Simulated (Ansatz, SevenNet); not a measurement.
Elastic constant C33 (GPa) of solids drawn from the class of silicides and borides, at two levels: the machine-learned potential SevenNet-l3i5 (trained on PBE and PBE+U data), and PBE (plane waves, PAW; Ansatz, a first-principles code).

| solid | SevenNet-l3i5 | PBE | shift (%) |
|---|---|---|---|
| AlB2-type ZrB2 | 433 | 432 | -0.2 |
| C11b MoSi2 | 417 | 491 | +17.7 |
| C11b WSi2 | 520 | 529 | +1.7 |
| AlB2-type TiB2 | 349 | 452 | +30 |
| AlB2-type HfB2 | 464 | 445 | -4.1 |
| AlB2-type MgB2 | 249 | 265 | +6.4 |

The shifts run from -4.1 % to +30 %, with a median of +4.1 %.

Over all 6 rows PBE is the larger in 4.

Ansatz's runs of these crystals have no spin polarisation.

Spin–orbit coupling is left out, also for the solids with elements from indium on (C11b WSi2, AlB2-type HfB2); its size isn't shown.

Each level is taken at its own relaxed cell. Ansatz's density-functional and Hartree–Fock values are scalar-relativistic unless marked +SOC, with PAW data made under PBE.
